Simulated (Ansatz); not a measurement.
An Ansatz (a first-principles code) input (Kohn–Sham DFT with the PBEsol functional, run in Ansatz with PAW and 420 eV plane waves, scalar-relativistic without spin-orbit coupling):

Ansatz 0.2 input:
```yaml
crystal:
  lattice:
    - [2.5001644688, 1.4434706291, 4.2296024042]
    - [-2.5001644688, 1.4434706291, 4.2296024042]
    - [0, -2.8869412581, 4.2296024043]
  atoms:
    - { symbol: Ga, position: [0.3557031101, 0.3557031101, 0.3557031101] }
    - { symbol: Ga, position: [0.1442968899, 0.1442968899, 0.1442968899] }
    - { symbol: Ga, position: [0.6442968899, 0.6442968899, 0.6442968899] }
    - { symbol: Ga, position: [0.8557031101, 0.8557031101, 0.8557031101] }
    - { symbol: O, position: [0.5527876109, 0.9472123891, 0.25] }
    - { symbol: O, position: [0.25, 0.5527876109, 0.9472123891] }
    - { symbol: O, position: [0.9472123891, 0.25, 0.5527876109] }
    - { symbol: O, position: [0.4472123891, 0.0527876109, 0.75] }
    - { symbol: O, position: [0.75, 0.4472123891, 0.0527876109] }
    - { symbol: O, position: [0.0527876109, 0.75, 0.4472123891] }
basis: { ecutwfc: 420, ecutrho_ratio: 4, xc_grid: 2, fft_grid_basis: typed }
kpoints: { mp_grid: { grid: [8, 8, 8] } }
hamiltonian:
  xc: pbesol
  dispersion: none
  pseudopotentials: { kind: paw }
scf: { occupations: { method: fermi_dirac, width: 0.05 }, convergence: { dr2_threshold: 0.000000001 } }
relax: { f_tol: 0.005, max_steps: 50 }
output: { forces: true, stress: true }
checkpoint: { write: state.ck, write_every: 1000 }
```

Question: Which symmetry and how many k-points will the program report, and about how many plane waves at Γ?

Answer: Space group R-3c (ITA 167) with 12 operations, k-points 65 of 512, and 1803 plane waves at Γ.

Question: And the final pressure?

Answer: 13.13 GPa (compression positive).

The cells carry an imposed strain or load. Stability against distortions was not tested. The cell was made from Ga2O3 in the corundum structure (space group R-3c, No. 167) by this change: uniaxial strain ε_zz = −5.65 %.
